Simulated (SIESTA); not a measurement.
**SIESTA run on WC (P-6m2, 2 atoms in the cell): self-consistent single point**

Method of the run: GGA PBE, numerical atomic orbitals TZP, PseudoDojo PBE standard norm-conserving potentials (rewritten from UPF to PSML) run with SIESTA 5.4.2.

Input as run:

```
# files in the folder: W.psml C.psml (PseudoDojo PBE standard)
SystemName  WC
SystemLabel WC

NumberOfAtoms                2
NumberOfSpecies              2
%block ChemicalSpeciesLabel
  1 74 W
  2 6 C
%endblock ChemicalSpeciesLabel
LatticeConstant              2.844259 Ang
%block LatticeVectors
     1.000000000    0.000000000    0.000000000
    -0.499999824    0.866025211    0.000000000
     0.000000000    0.000000000    0.973547768
%endblock LatticeVectors
AtomicCoordinatesFormat      ScaledCartesian
%block AtomicCoordinatesAndAtomicSpecies
     0.000000000    0.000000000    0.000000000  1
     0.500000559    0.288674782    0.486773884  2
%endblock AtomicCoordinatesAndAtomicSpecies

XC.functional                GGA
XC.authors                   PBE
PAO.BasisSize                TZP
PAO.EnergyShift              0.01 Ry
MeshCutoff                   350 Ry
%block kgrid.MonkhorstPack
    9   0   0  0.0
    0   9   0  0.0
    0   0   8  0.0
%endblock kgrid.MonkhorstPack
OccupationFunction           FD
ElectronicTemperature        1160.45 K

MaxSCFIterations             150
SCF.Mixer.Method             Pulay
SCF.Mixer.Weight             0.1
SCF.Mixer.History            6
SCF.DM.Tolerance             1.0E-04
Diag.ParallelOverK           true
WriteForces                  true
```

Output, abridged:

```
reinit: Reading from file input.fdf

reinit: System Name: WC
reinit: System Label: WC

coor:   Atomic-coordinates input format  =     Cartesian coordinates
coor:                                          (in units of alat)

siesta: Atomic coordinates (Bohr) and species
siesta:      0.00000   0.00000   0.00000  1        1
siesta:      2.68744   1.55159   2.61635  2        2

siesta: System type = bulk

initatomlists: Number of atoms, orbitals, and projectors:      2    42    40

siesta: ******************** Simulation parameters ****************************
redata: Spin configuration                          = none
redata: Time-Reversal Symmetry                      = T
redata: Number of Atomic Species                    =        2
redata: Mesh Cutoff                                 =   350.0000 Ry
redata: Net charge of the system                    =     0.0000 |e|
redata: Min. number of SCF Iter                     =        0
redata: Max. number of SCF Iter                     =      150
redata: SCF convergence failure will abort job
redata: SCF mix quantity                            = Hamiltonian
redata: Mix DM or H after convergence               =   F
redata: Recompute H after scf cycle                 =   F
redata: Mix DM in first SCF step                    =   T
redata: No kicks to SCF
redata: DM Mixing Weight for Kicks                  =     0.5000
redata: Require Harris convergence for SCF          =   F
redata: Harris energy tolerance for SCF             =     0.000100 eV
redata: Require DM convergence for SCF              =   T
redata: DM tolerance for SCF                        =     0.000100
redata: Require EDM convergence for SCF             =   F
redata: EDM tolerance for SCF                       =     0.001000 eV
redata: Require H convergence for SCF               =   T
redata: Hamiltonian tolerance for SCF               =     0.001000 eV
redata: Require (free) Energy convergence for SCF   =   F
redata: (free) Energy tolerance for SCF             =     0.000100 eV
redata: Using DFT-D3 dispersion                     =   F
redata: Using Saved Data (generic)                  =   F
redata: Method of Calculation                       = Diagonalization
redata: Electronic Temperature                      =  1160.4500 K
redata: Number of TDED substeps                     =        3
redata: Dynamics option                             = Single-point calculation
redata: Save all siesta data in one NC              =   F
redata: ***********************************************************************

%block SCF.Mixers
  Pulay
%endblock SCF.Mixers

%block SCF.Mixer.Pulay
  # Mixing method
  method pulay
  variant stable

  # Mixing options
  weight 0.1000
  weight.linear 0.1000
  history 6
%endblock SCF.Mixer.Pulay

DM_history_depth set to one: no extrapolation allowed by default for geometry relaxation
Size of DM history Fstack: 1
Total number of electrons:    18.000000
Total ionic charge:    18.000000

* ProcessorY, Blocksize:    1  43

* Orbital distribution balance (max,min):    42    42

k-point displ. along   3 input, could be:     0.00    0.50
 Kpoints in:          360 . Kpoints trimmed:          329

siesta: k-grid: Number of k-points = 329
siesta: k-points from Monkhorst-Pack grid
siesta: k-cutoff (effective) =    11.076 Ang
siesta: k-point supercell and displacements
siesta: k-grid:     9     0     0      0.000
siesta: k-grid:     0     9     0      0.000
siesta: k-grid:     0     0     8      0.000

diag: Algorithm                                     = D&C
diag: Parallel over k                               =   F
diag: Use parallel 2D distribution                  =   F
diag: Parallel block-size                           = 43
diag: Parallel distribution                         =     1 x     1
diag: Used triangular part                          = Lower
diag: Absolute tolerance                            =  0.100E-15
diag: Orthogonalization factor                      =  0.100E-05
diag: Memory factor                                 =  1.0000

superc: Internal auxiliary supercell:     7 x     5 x     5  =     175
superc: Number of atoms, orbitals, and projectors:    350   7350   7000

                        Single-point calculation

superc: Internal auxiliary supercell:     7 x     5 x     5  =     175
superc: Number of atoms, orbitals, and projectors:    350   7350   7000

outcell: Unit cell vectors (Ang):
        2.844259    0.000000    0.000000
       -1.422129    2.463200    0.000000
        0.000000    0.000000    2.769022

outcell: Cell vector modules (Ang)   :    2.844259    2.844258    2.769022
outcell: Cell angles (23,13,12) (deg):     90.0000     90.0000    120.0000
outcell: Cell volume (Ang**3)        :     19.3997
new_DM -- step:     1
Initializing Density Matrix...

Attempting to read DM from file... Failed...
DM filled with atomic data:

InitMesh: MESH = 30 x 30 x 32 = 28800
InitMesh: Mesh cutoff (required, used) =   350.000   369.104 Ry

stepf: Fermi-Dirac step function

        iscf     Eharris(eV)        E_KS(eV)     FreeEng(eV)     dDmax    Ef(eV) dHmax(eV)
   scf:    1    -2197.600729    -2221.317720    -2221.321636  1.570689 -2.977036  9.783670
   scf:    2    -2226.733069    -2224.197113    -2224.203043  0.061335 -3.301041  7.230233
   scf:    3    -2227.681010    -2227.040688    -2227.049163  0.154716 -3.815155  0.726339
   scf:    4    -2226.839017    -2226.990268    -2227.000605  0.044073 -3.848090  1.507572
   scf:    5    -2227.110300    -2227.075910    -2227.085201  0.046407 -3.960432  0.070754
   scf:    6    -2227.076142    -2227.076029    -2227.085297  0.001493 -3.966579  0.042287
   scf:    7    -2227.076221    -2227.076152    -2227.085376  0.001539 -3.972073  0.003693
   scf:    8    -2227.076152    -2227.076153    -2227.085377  0.000305 -3.972033  0.002095
   scf:    9    -2227.076155    -2227.076154    -2227.085377  0.000125 -3.972299  0.001595
   scf:   10    -2227.076153    -2227.076154    -2227.085377  0.000103 -3.972272  0.000096
   scf:   11    -2227.076154    -2227.076154    -2227.085377  0.000004 -3.972282  0.000007

SCF Convergence by DM+H criterion
max |DM_out - DM_in|         :     0.0000040635
max |H_out - H_in|      (eV) :     0.0000065207
SCF cycle converged after 11 iterations

Using DM_out to compute the final energy and forces

siesta: E_KS(eV) =            -2227.0762

siesta: E_KS - E_eggbox =     -2227.0762

siesta: Atomic forces (eV/Ang):
     1   -0.000009    0.000009   -0.000000
     2    0.000010   -0.000009    0.000000
   Tot    0.000001   -0.000000   -0.000000
   Max    0.000010
   Res    0.000007    sqrt( Sum f_i^2 / 3N )
   Max    0.000010    constrained

Stress tensor Voigt[x,y,z,yz,xz,xy] (kbar):     -390.49     -390.42     -440.00       -0.00        0.00        0.06
(Free)E + p*V (eV/cell)    -2222.1577
Target enthalpy (eV/cell)    -2227.0854

siesta: Program's energy decomposition (eV):
siesta: Ebs     =      -505.079060
siesta: Eions   =      4020.325314
siesta: Ena     =      1260.639372
siesta: Ekin    =       670.537923
siesta: Enl     =       338.713232
siesta: Eso     =         0.000000
siesta: Edftu   =         0.000000
siesta: DEna    =        34.225885
siesta: DUscf   =         1.294681
siesta: DUext   =         0.000000
siesta: Ex      =      -475.836294
siesta: Ec      =       -36.325638
siesta: Exc     =      -512.161933
siesta: Eharris =     -2227.076154
siesta: Etot    =     -2227.076154
siesta: FreeEng =     -2227.085377

siesta: Stress tensor (static) (eV/Ang**3):
siesta:    -0.243722    0.000037    0.000000
siesta:     0.000037   -0.243681    0.000000
siesta:     0.000000   -0.000000   -0.274626

siesta: Cell volume =         19.399709 Ang**3

siesta: Pressure (static):
siesta:                Solid            Molecule  Units
siesta:           0.00276651          0.00276651  Ry/Bohr**3
siesta:           0.25400963          0.25400953  eV/Ang**3
siesta:         406.96829946        406.96812922  kBar
```

The run converged in 11 iterations.

The starting cell comes from a database of computed structures (which also holds hypothetical and non-ambient phases and stackings), without a prior relaxation at this level. Its lattice was rescaled by a random factor within 2.5 % of one. Spin polarisation is off. Values carry the incompleteness of an atom-centred basis. With a pressure of about 41 GPa the cell is away from its equilibrium volume at this level.

Cost on one core of a shared machine: roughly 90 s.
